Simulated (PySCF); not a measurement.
PySCF 2.14.0, B3LYP/def2-svp, df: Ta(O)(OH)3 ([O]=[Ta]([OH])([OH])[OH]), 8 atoms. The geometry is a generated start, not checked to be a minimum at this level.

| Item | Result |
|---|---|
| task | energy |
| method | b3lyp |
| basis | def2-svp |
| two-electron scheme | density fitting |
| mol.max_memory | 3000 MB |
| mf.max_cycle | 100 |
| mf.conv_tol | 1e-09 (default) |
| mf.grids.level | 3 (default) |
| effective core potentials | those of the basis set, past Kr |
| basis functions | 103 |
| grid points | 109760 |

```xyz
8

Ta     0.0424     0.0307    -0.0361
O      1.1651     0.7920    -1.0892
O      1.0331    -0.8856     1.2446
H      1.9344    -1.0716     1.5145
O     -0.9495    -1.1303    -1.1049
H     -1.0030    -1.3727    -2.0298
O     -1.0182     1.3489     0.7127
H     -1.2043     2.2885     0.7880
```

Charge 0 and multiplicity 1 are set for this test and not shown to be the ground state.

With the defaults (mf.DIIS = CDIIS, mf.diis = true, mf.level_shift = 0, mf.damp = 0, mf.diis_start_cycle = 1, mf.diis_space = 8, mf.init_guess = minao) it converges in 12 Fock builds. One run each on 2 threads, 1 BLAS thread, with these changes:
- mf.diis_space = 20
- mf.diis = false, mf.damp = 0.7, mf.diis_start_cycle = 999
- mf.diis_space = 12
- mf.level_shift = 1 Hartree
- mf.level_shift = 0.1 Hartree
- mf.init_guess = atom
- mf.diis = false
- mf.diis_space = 3
- mf.DIIS = EDIIS

Problem. Name the settings that don't reach the solution of the defaults.

Solution. No convergence: mf.DIIS = EDIIS; mf.diis = false (the run ends without SCF convergence in 100 cycles). The rest reach the solution of the defaults.

```
setting                                                    Fock builds             end
---------------------------------------------------------  -----------  --------------
the defaults                                                        12   same solution
mf.diis_space = 12                                                  12   same solution
mf.diis_space = 20                                                  12   same solution
mf.level_shift = 0.1 Hartree                                        13   same solution
mf.init_guess = atom                                                14   same solution
mf.diis_space = 3                                                   21   same solution
mf.diis = false, mf.damp = 0.7, mf.diis_start_cycle = 999           28   same solution
mf.level_shift = 1 Hartree                                          33   same solution
mf.DIIS = EDIIS                                                    101  no convergence
mf.diis = false                                                    101  no convergence
```
